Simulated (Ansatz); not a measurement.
# Band gap of PtSeS (P3m1, No. 156; start mp-1219720) at several levels of theory

No measured value is used here.

```tsv
level (code)	value (eV)
LDA (Ansatz)	0.00
PBEsol+SOC (Ansatz)	0.00
HSE06+SOC (Ansatz)	0.00
PBE0 (Ansatz)	0.42
```

Computed values are for a static lattice. Levels without +SOC have no spin–orbit coupling; where heavier elements are present it shifts gaps, mostly down, and can invert bands. A gap of zero means that the bands touch or overlap; how far they overlap is not shown.  PBE0: the gap is read on the k mesh or supercell of the run alone and can be too large. Values are at the PBE-D3(BJ) cell. Cutoffs and k meshes differ between the levels. Ansatz's density-functional and Hartree–Fock values are scalar-relativistic unless marked +SOC, with PAW data made under PBE.

A start named mp-… is a Materials Project structure, which can be a computed phase never made.

Ansatz is a first-principles code.
